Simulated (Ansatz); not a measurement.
Defect: interstitial Li in alpha quartz, charge state +1. Calculation: PBE, PAW (plane waves to 420 eV; Ansatz, a quantum-chemistry and plane-wave program).

Cell of 72 host sites held at the relaxed PBE lattice; the Γ point alone; Fermi-Dirac width 0.01 eV, spin-restricted; finite-size errors left in. No zero-point or tunnelling terms. The charge state is imposed; whether it is stable for some Fermi level was not computed. Sites that were not tried may lie lower.

Barriers: single points on a 2×2×2 k-point mesh shifted by half a step along c at the bands' geometries.

The step: a direct jump of one Li atom; the atom moves 1.82 Å along (0.02, -0.02, -0.33) of the unit cell; the moving atom starts with neighbours 2 O at 1.97, 2 O at 1.99 Å and ends with 2 O at 1.97, 2 O at 1.99 Å.

### Question
Estimate the migration barrier of this step that PBE, PAW returns for this input.

### Answer
0.13 eV, the same both ways. At the saddle the moving atom has neighbours 2 O at 1.93, O at 2.17, O at 2.17 Å. The saddle point's order was not checked, and it lies on a symmetry element of the cell, where a band can be held.
